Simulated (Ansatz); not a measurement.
Levels about the gap of amorphous Ti₂₀O₄₁Ba (62 atoms in a cell of 777 Å³, 3.74 g/cm³; zone centre alone, so wide bands show as single levels with stretches between that a denser mesh fills), at the geometry that PBE relaxed, where it gives 0.2 GPa on a denser mesh. Exact exchange is cut at the faces of this small cell, which leaves a finite-size error. The participation number counts the atoms over which a state spreads; weights are charges in smoothed Voronoi cells. The levels come from a single point, so bond lengths are those of that geometry. Method of the levels: HSE06, scalar-relativistic without spin-orbit coupling (Ansatz, a first-principles code). Sampling: the zone centre alone; Fermi-Dirac width 0.02 eV; no spin polarisation. At PBE the levels at the empty edge of the gap are localised (band-tail or defect states).

A CHGNet melt-quench gave the starting glass, which DFT then relaxed. O atoms were pushed apart under 1.9 Å during the dynamics, to hinder bonds among them. The hot cell started wider than the set density and was brought back towards it in steps. It is the lowest in DFT energy of 2 quenches. It is a model cell: composition and starting density were chosen by hand, and all elements were melted together. No dispersion term was used. Its density started from a set value of 3.74 and ended at 3.74 g/cm³. Cooling (nominally 300 K/ps over its main leg) ran many orders faster than in experiment, which tends to leave more defects and strain. One small periodic cell is one sample of the glass; other quenches scatter about these values. The volume was held where the preparation left it and the shape relaxed, at a PBE pressure of 0.2 GPa.

```json
[
 {"E - E(highest filled), eV": "-0.33", "filling": "filled", "participation number": "18.9", "largest on": "O, 2 neighbours", "weight O": "0.92", "weight Ti": "0.08", "weight Ba": "0.00"},
 {"E - E(highest filled), eV": "-0.28", "filling": "filled", "participation number": "21.0", "largest on": "O, 4 neighbours", "weight O": "0.92", "weight Ti": "0.08", "weight Ba": "0.00"},
 {"E - E(highest filled), eV": "-0.22", "filling": "filled", "participation number": "15.9", "largest on": "O, 2 neighbours", "weight O": "0.93", "weight Ti": "0.07", "weight Ba": "0.00"},
 {"E - E(highest filled), eV": "-0.19", "filling": "filled", "participation number": "17.9", "largest on": "O, 3 neighbours", "weight O": "0.94", "weight Ti": "0.06", "weight Ba": "0.00"},
 {"E - E(highest filled), eV": "-0.11", "filling": "filled", "participation number": "20.4", "largest on": "O, 3 neighbours", "weight O": "0.94", "weight Ti": "0.06", "weight Ba": "0.00"},
 {"E - E(highest filled), eV": "-0.03", "filling": "filled", "participation number": "18.0", "largest on": "O, 3 neighbours", "weight O": "0.94", "weight Ti": "0.06", "weight Ba": "0.00"},
 {"E - E(highest filled), eV": "0.00", "filling": "filled", "participation number": "15.1", "largest on": "O, 3 neighbours", "weight O": "0.94", "weight Ti": "0.06", "weight Ba": "0.00"},
 {"E - E(highest filled), eV": "4.19", "filling": "empty", "participation number": "5.8", "largest on": "Ti, 6 neighbours", "weight O": "0.20", "weight Ti": "0.80", "weight Ba": "0.00"},
 {"E - E(highest filled), eV": "4.24", "filling": "empty", "participation number": "15.0", "largest on": "Ti, 6 neighbours", "weight O": "0.21", "weight Ti": "0.79", "weight Ba": "0.00"},
 {"E - E(highest filled), eV": "4.29", "filling": "empty", "participation number": "8.0", "largest on": "Ti, 6 neighbours", "weight O": "0.21", "weight Ti": "0.79", "weight Ba": "0.00"},
 {"E - E(highest filled), eV": "4.35", "filling": "empty", "participation number": "11.2", "largest on": "Ti, 6 neighbours", "weight O": "0.20", "weight Ti": "0.80", "weight Ba": "0.00"},
 {"E - E(highest filled), eV": "4.41", "filling": "empty", "participation number": "9.1", "largest on": "Ti, 6 neighbours", "weight O": "0.17", "weight Ti": "0.83", "weight Ba": "0.00"},
 {"E - E(highest filled), eV": "4.47", "filling": "empty", "participation number": "18.9", "largest on": "Ti, 6 neighbours", "weight O": "0.18", "weight Ti": "0.82", "weight Ba": "0.00"},
 {"E - E(highest filled), eV": "4.56", "filling": "empty", "participation number": "15.1", "largest on": "Ti, 6 neighbours", "weight O": "0.19", "weight Ti": "0.81", "weight Ba": "0.00"}
]
```

Most localised among these is the empty level at +4.19 eV, on a Ti atom, which has 6 neighbours (O 1.87 Å, O 1.96 Å, O 1.99 Å, O 2.01 Å, O 2.01 Å, O 2.08 Å).
